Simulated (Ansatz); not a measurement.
Abridged Ansatz (an electronic-structure program) output:

```
Relaxation: its limit of steps is 50 (relax.max_steps)
Pseudopotential: Na, paw, valence charge 9
Crystal: 1 atoms, lattice volume = 37.255 Å³
Basis set: ecut = 420 eV, 691 PW (Γ), exchange–correlation on 50×50×50 points (8 copies of the dense FFT grid, shifted against one another)
Bands: 9, of which v1, the nominal top of the filled ones, is band 5 counted from 1 (4 counted from 0)
Symmetry: 16 space group operations
k-points: 834 of 10648
Functional: x = pbesol(κ = 0.804, μ = 0.12345679012345678), c = pbesol(β = 0.046)
SCF iter   1: F=—  HF=-1475.876949 eV  |F-HF|=—  |Δ(HF+E_count)|=         —  Δρ=1.64e-3  dr2=4.48e-4  ethr=1.77e-3  ⟨swp⟩=4.9  Hψ=47903  notcnv=0
SCF iter   2: F=—  HF=-1475.876436 eV  |F-HF|=—  |Δ(HF+E_count)|=   5.13e-4  Δρ=5.59e-4  dr2=7.50e-5  ethr=4.98e-6  ⟨swp⟩=2.3  Hψ=17493  notcnv=0
SCF 1 converged in 8 iterations: F = -1475.876428 eV  dr2 = 1.86e-12
relax step   1: F+E_penalty+E_count = -1475.87642771 eV  Δ(F+E_penalty+E_count) = +0.000e0 eV  max|allowed force component| = 0.000e0 eV/Å  Δτ_max = 0.0000 Å  (8 SCF iters, accepted)
SCF converged after 8 iterations
Free energy (F): -1475.876428 eV
Internal energy: -1475.860908 eV  (E = F + TS)
E sigma→0 (E₀):  -1475.868668 eV
Entropy (-TS):   -0.015519 eV (-15.519 meV/atom)
Fermi energy:    1.698121 eV
--- Forces (eV/Å), atoms counted from 1 ---
  atom   1  Na     0.00000000     0.00000000     0.00000000
--- Stress (GPa, compression-positive) ---
       -0.174085      -0.000000      -0.000000
       -0.000000      -0.174085      -0.000000
        0.000000      -0.000000      -0.204425
  P = ⅓ Tr σ = -0.1842 GPa (-1.842 kbar)
--- Relaxed structure (1 steps of the walk, 1 accepted, 0 SCFs on fresh bases) ---
  atoms:
    - { symbol: Na, position: [0.0, 0.0, 0.0] }
```

Q: What was computed, and what are the main results?

A: Na, 1 atom in the cell, with PBEsol/PAW in Ansatz, spin-orbit coupling left out. The last SCF converged to F = -1475.876428 eV, or -1475.8764 eV per atom, at a pressure of -0.18 GPa. The total energy compares only with runs of the same code, potentials and settings.

The cells carry an imposed strain or load. No phonon test of stability was made. The cell was made from Na in the bcc (W type) structure (space group Im-3m, No. 229) by this change: uniaxial strain ε_zz = +2.50 %.

Keys are those of Ansatz 0.2.
